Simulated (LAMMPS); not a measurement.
Simulation of Si (diamond structure), 1000 atoms, at 1770 K and 0 GPa, heated as the crystal.

Level of theory: classical MD, pair style meam, file library.meam (library.meam-Si), run in LAMMPS.

```csv
angle (°),"probability per degree, Si-Si-Si"
82.50,0.0000
85.50,0.0001
88.50,0.0005
91.50,0.0018
94.50,0.0052
97.50,0.0122
100.5,0.0248
103.5,0.0416
106.5,0.0565
109.5,0.0601
112.5,0.0528
115.5,0.0387
118.5,0.0220
121.5,0.0111
124.5,0.0040
127.5,0.0013
130.5,0.0003
133.5,0.0001
136.5,0.0000
```

Read from the full data:
- state found: crystal; no diffusion seen in 30 ps
- most common Si-Si-Si angle: in the 3° bin centred on 109.5° (mean of all 109°)

Caution: the potential MEAM library.meam-Si is a first-neighbour MEAM set with a 4 Å cutoff, used here without a parameter file and away from the static properties it was fitted to. Caution: this crystal lies over the measured melting point of 1687 K, so it is superheated or the potential melts high.
